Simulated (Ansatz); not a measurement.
Consider SiO$_{2}$ in the rutile structure (space group P4_2/mnm, No. 136; a = 4.2362 Å, c = 2.6905 Å). Axes: x, y, z lie along a, b, c of the conventional cell.

Level of theory: Ansatz (an electronic-structure program) PBE, no spin-orbit coupling.

Before the change:

The valence-band top at Γ comes out as 0.00, -0.85, -0.85 eV and the electron mass is 0.36 mₑ along c, 0.45 mₑ across (at Γ). The band gap is 5.04 eV.

Perturbation: uniaxial strain ε_zz = −1.80 %, all other strain components held at zero, atoms relaxed at fixed cell.

Question: What does the calculation give for the valence-band top at Γ, electron mass and band gap after the change?

Answer: The valence-band top at Γ (three highest levels, from the VBM) becomes 0.00, -0.88, -0.88 eV (base: 0.00, -0.85, -0.85 eV); the electron mass becomes 0.39 mₑ along z, 0.47 mₑ across (at Γ) (base: 0.36 mₑ along c, 0.45 mₑ across (at Γ)); the band gap grows by 0.38 eV to 5.42 eV.

Masses are band curvatures over ±0.01 Å⁻¹ around the edge. No phonon test of stability was made.
